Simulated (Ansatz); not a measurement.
Results of LDA in Ansatz (plane waves, PAW) for TiO2 (I4₁/amd, No. 141, 6 atoms in the cell; start mp-34688; metastable phase).

From the output:

```
Relaxation: its limit of steps is 80 (relax.max_steps)
Crystal: 6 atoms, lattice volume = 67.432 Å³
Basis set: ecut = 520 eV, 1797 PW (Γ), exchange–correlation on 60×60×90 points (8 copies of the dense FFT grid, shifted against one another)
Bands: 30, of which v1, the nominal top of the filled ones, is band 24 counted from 1 (23 counted from 0)
Symmetry: 4 space group operations
Space group: C2/c (ITA 15), of the structure as read, at distance tolerance 4.1e-5 Å
k-points: 227 of 800
Functional: x = slater, c = lda
SCF iter   1: F=—  HF=-7130.530943 eV  |F-HF|=—  |Δ(HF+E_count)|=         —  Δρ=1.92e-2  dr2=2.22e-1
SCF iter   2: F=—  HF=-7130.547368 eV  |F-HF|=—  |Δ(HF+E_count)|=   1.64e-2  Δρ=2.31e-2  dr2=3.30e-1
  ...
SCF 1 converged in 7 iterations: F = -7130.481283 eV  dr2 = 1.30e-9
Crystal: 6 atoms, lattice volume = 67.432 Å³
Basis set: ecut = 520 eV, 1781 PW (Γ), exchange–correlation on 60×60×90 points (8 copies of the dense FFT grid, shifted against one another)
Initial density: handed on by an earlier stage of this run
SCF 2 converged in 5 iterations: F = -7130.483550 eV  dr2 = 3.74e-8
Crystal: 6 atoms, lattice volume = 67.432 Å³
SCF 3 converged in 5 iterations: F = -7130.484596 eV  dr2 = 1.09e-7
Crystal: 6 atoms, lattice volume = 67.432 Å³
SCF 4 converged in 4 iterations: F = -7130.484754 eV  dr2 = 1.83e-7
Crystal: 6 atoms, lattice volume = 67.432 Å³
SCF iter   5: F=—  HF=-7130.484764 eV  |F-HF|=—  |Δ(HF+E_count)|=   7.47e-9  Δρ=3.82e-7  dr2=3.64e-11
SCF iter   6: F=-7130.484764 eV  HF=-7130.484764 eV  |F-HF|=0.00e0  |Δ(HF+E_count)|=  2.91e-11  Δρ=6.33e-8  dr2=8.90e-13
SCF 5 converged in 6 iterations: F = -7130.484764 eV  dr2 = 8.90e-13
SCF converged after 6 iterations
Free energy (F): -7130.484764 eV
Internal energy: -7130.484764 eV  (E = F + TS)
E sigma→0 (E₀):  -7130.484764 eV
Fermi energy:    8.130384 eV
--- Forces (eV/Å), atoms counted from 1 ---
  atom   1  Ti     0.00000000     0.00001591     0.00000000
  atom   2  Ti     0.00000000    -0.00001591    -0.00000000
  atom   3  O     -0.00004376     0.00005320    -0.00047106
  atom   4  O      0.00004376    -0.00005320     0.00047106
  atom   5  O      0.00004376     0.00005320     0.00047106
  atom   6  O     -0.00004376    -0.00005320    -0.00047106
--- Stress (GPa, compression-positive) ---
       -3.699180       0.000000      -0.001000
        0.000000      -3.701285       0.000000
       -0.001000       0.000000      -3.709017
  P = ⅓ Tr σ = -3.7032 GPa (-37.032 kbar)
```

Problem. Write an input file that could have produced this run (the log leaves some choices open).

Solution. This is not unique; one that fits is 
Ansatz 0.2 input:
```yaml
crystal:
  lattice:
    - [2.6617176975, -2.6618027998, -0.0198569147]
    - [2.6617176975, 2.6618027998, -0.0198569147]
    - [-2.6255979097, 0.0, 4.7783760025]
  atoms:
    - { symbol: Ti, position: [0.1250278862, 0.8749721138, 0.25] }
    - { symbol: Ti, position: [0.8749721138, 0.1250278862, 0.75] }
    - { symbol: O, position: [0.3329857406, 0.0830742812, 0.666011717] }
    - { symbol: O, position: [0.6670142594, 0.9169257188, 0.333988283] }
    - { symbol: O, position: [0.9169257188, 0.6670142594, 0.833988283] }
    - { symbol: O, position: [0.0830742812, 0.3329857406, 0.166011717] }
basis:
  ecutwfc: 520
  ecutrho_ratio: 4
  xc_grid: 2
kpoints:
  mp_grid: { grid: [10, 10, 8] }
hamiltonian:
  xc: lda
  dispersion: none
  pseudopotentials: { kind: paw }
scf:
  occupations: { method: fermi_dirac, width: 0.01 }
output:
  forces: true
  stress: true
  eigenvalues: true
relax:
  f_tol: 0.004
  escape_saddle: false
  max_steps: 80
  cell: { stress_tol: 0.02, fix: [volume] }
```

The cell is one volume of an energy–volume scan, off the minimum.

The PAW data were made under PBE.

Note: the relaxation could not lower the start's symmetry, so the cell can be a saddle point above a distorted one.

A start named mp-… is a Materials Project structure, which need not be a measured phase.

Ansatz is a quantum-chemistry and plane-wave program.
